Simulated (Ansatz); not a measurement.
## How the bulk modulus of WB (model structure, started from the rocksalt type, Fm-3m, No. 225, 2 atoms in the cell) moves with the method

No measured value is used here.

```json
[
 {"level (code)": "LDA (Ansatz)", "value (GPa)": "334", "cell (Å³/atom)": "10.72"},
 {"level (code)": "PBE (Ansatz)", "value (GPa)": "304", "cell (Å³/atom)": "11.16"},
 {"level (code)": "PBEsol (Ansatz)", "value (GPa)": "321", "cell (Å³/atom)": "10.91"},
 {"level (code)": "r²SCAN (Ansatz)", "value (GPa)": "318", "cell (Å³/atom)": "11.03"}
]
```

Density-functional levels without +SOC have no spin–orbit coupling. LDA, PBE, PBEsol, r²SCAN: the run has no spin polarisation, so it can have missed a magnetic state. LDA, PBE, PBEsol, r²SCAN: the bulk modulus is −V dP/dV from two relaxed cells at ±2 % in volume. Each level is taken at its own relaxed cell. Cutoffs differ between the levels. Ansatz's density-functional and Hartree–Fock values are scalar-relativistic unless marked +SOC, with PAW data made under PBE.

A model structure was made by putting elements into a prototype or built by hand; it is no filed structure, need not be a known phase, and can be a saddle point held by its symmetry.

Ansatz is a quantum-chemistry and plane-wave program.
